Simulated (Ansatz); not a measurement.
C: stress against strain

C (diamond, Fd-3m, 5.641 Å³/atom at rest, cube axes along x, y and z) under a strain ε along a cube axis (axis z), the other axes held. r2SCAN in Ansatz, a plane-wave DFT program (PAW, default set), 500 eV, 16×16×16 Γ-centred mesh, Fermi-Dirac smearing 0.05 eV; ions are relaxed within the symmetry of each cell. Stress is positive for a compressed cell.

Here s stands for strain and y for stress zz.

```
strain (%)  stress zz (GPa)
----------  ---------------
-3.00                     ?
-1.50                 17.02
-1.00                 11.27
-0.50                  5.60
0.00                   0.01
0.50                  -5.52
1.00                 -10.97
1.50                 -16.34
```

Fit y of the 7 rows that show it with a straight line. Means: s 0, y 0.153. About the means, the sum of products is -77.840 and the sum of squares of s is 7.0000; the slope is their ratio. Least squares gives y = 0.153 - 11.1200·s. Residuals (row less fit): 0.187, -0.003, -0.113, -0.143, -0.113, -0.003, 0.187; standard error 0.152 (degrees of freedom: 5). The slope gives the elastic constant C11 = 1112 ± 6 GPa.

Problem. Predict the withheld y at s = -3.00 from the fit, and compare with the calculation.

Solution. y = 0.153 - 11.1200 × (-3.0) = 33.513 GPa. The calculation gives 34.70 GPa, 1.187 GPa above the prediction (2.3 % of the range of y in the table). The row lies outside the fitted rows, so this is an extrapolation. From the scatter of the fitted rows alone, a prediction at this place has a standard error of 0.237 GPa, so the miss is 5.0 times that.

One order more, fitted to all 13 runs of the series, follows each within 0.01, so the miss is the next term of a smooth law. Rows are the converged runs of the series near zero and its far end; series whose fitted rows scatter by over a few per cent of the range, as at a crossing or softening among them, aren't shown in this form. Most that stay on the fit to the last digits aren't either.
